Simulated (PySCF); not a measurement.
PySCF is run on NaCl (Pm-3m, 2 atoms in the cell), and the run fails. The aim is a self-consistent single point with DFT PBESOL, Gaussian basis gth-dzvp-molopt-sr, GTH pseudopotentials gth-pbe, FFT density fitting with multigrid.

Cell that was meant: a = 3.5022 Å, b = 3.5022 Å, c = 3.5022 Å, α = 90.00°, β = 90.00°, γ = 90.00°.

Part of the input:

```python
kmf.max_cycle = 80
kmf.diis_start_cycle = 5
kmf.damp = 0.7
kmf.init_guess = 'huckel'
kmf = scf.addons.smearing_(kmf, sigma=0.00183747, method='gauss')
kmf.kernel()
```

Log, with long lists cut:

```
init E= -46.7910267594084
cycle= 1 E= -46.7972642794927  delta_E= -0.00624  |g|=    0  |ddm|= 0.127
cycle= 2 E= -46.7973652049751  delta_E= -0.000101  |g|=    0  |ddm|= 0.0131
cycle= 3 E= -46.7973663167873  delta_E= -1.11e-06  |g|=    0  |ddm|= 0.00157
cycle= 4 E= -46.797366317286  delta_E= -4.99e-10  |g|=    0  |ddm|= 3.33e-05
Extra cycle  E= -46.7973663172874  delta_E= -1.44e-12  |g|=    0  |ddm|= 1.6e-06
Atomic HF for atom  Na  converged. SCF energy = -46.7973663172874
******** <class 'pyscf.scf.atom_hf_pp.AtomSCFPP'> ********
method = AtomSCFPP
initial guess = minao
damping factor = 0
level_shift factor = 0
DIIS = <class 'pyscf.scf.diis.CDIIS'>
diis_start_cycle = 1
   [... lines left out ...]
SCF conv_tol = 1e-09
SCF conv_tol_grad = None
SCF max_cycles = 50
atom = Cl
Set gradient conv threshold to 3.16228e-05
Initial guess from minao.
tot grids = 18880
init E= -14.5026705094337
cycle= 1 E= -14.5137375489545  delta_E= -0.0111  |g|=    0  |ddm|= 0.26
cycle= 2 E= -14.5139639040708  delta_E= -0.000226  |g|=    0  |ddm|= 0.0385
cycle= 3 E= -14.5139688771446  delta_E= -4.97e-06  |g|=    0  |ddm|= 0.00467
cycle= 4 E= -14.513968889514  delta_E= -1.24e-08  |g|=    0  |ddm|= 0.000181
cycle= 5 E= -14.513968889514  delta_E= -4.97e-14  |g|=    0  |ddm|= 3.04e-07
Extra cycle  E= -14.513968889514  delta_E= -7.11e-15  |g|=    0  |ddm|= 2.43e-07
Atomic HF for atom  Cl  converged. SCF energy = -14.513968889514
Traceback (most recent call last):
   [... frames left out ...]
ValueError: f(a) and f(b) must have different signs
```

Problem. Read the log: what does the program object to, and what is the fix?

Solution. The fault is a starting guess that this class of run does not serve. Not every guess is implemented for periodic cells on several k-points. To fix it, use a guess that the class supports. The program stopped before any SCF iteration.

The sound input it was made from differs as follows (other fixes are possible):
```diff
-kmf.init_guess = 'huckel'
```

With that input, the run converged in 9 iterations: free energy E − TS -1690.3306 eV; top of the valence band (on the code's own zero) 2.66 eV; gap on the k-point mesh 3.55 eV (DFT PBESOL, Gaussian basis gth-dzvp-molopt-sr, GTH pseudopotentials gth-pbe, FFT density fitting with multigrid).

On the sound input: the starting cell comes from a database of computed structures (which also holds hypothetical and non-ambient phases and stackings), without a prior relaxation at this level. Values carry the incompleteness of an atom-centred basis. The mesh is very coarse (it stands for a supercell whose shortest vector is 7 Å): a converged loop gives no converged values here.
